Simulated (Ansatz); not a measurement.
Take a 27-atom supercell of Al in the fcc (Cu type) structure (space group Fm-3m, No. 225; a = 4.0140 Å) at its relaxed geometry as the base.

Computed with PBEsol (Ansatz, a quantum-chemistry and plane-wave program), without spin-orbit coupling, earlier PAW set.

For the base:

| Property | Value |
|---|---|
| Pressure | 0.0 GPa |
| Mean distance from the defect site to its nearest host atoms | 2.84 Å |

Now apply this change: one Al atom is replaced by Mg, atoms relaxed at fixed cell, starting from a slightly rattled geometry.

Task: What does the calculation give for the pressure after the change?

Result: The pressure goes from zero to 0.9 GPa.

Task: What happens to the largest displacement of a host atom from its site in the perfect cell?

Result: The largest displacement of a host atom from its site in the perfect cell amounts to 0.02 Å.

Task: Estimate the effect on the mean distance from the defect site to its nearest host atoms.

Result: The mean distance from the defect site to its nearest host atoms increases by 0.02 Å to 2.86 Å.

The cell is small, so the values are those of an ordered compound at a high defect concentration; dilute-limit values will differ. The defect cell is not spin-polarised.
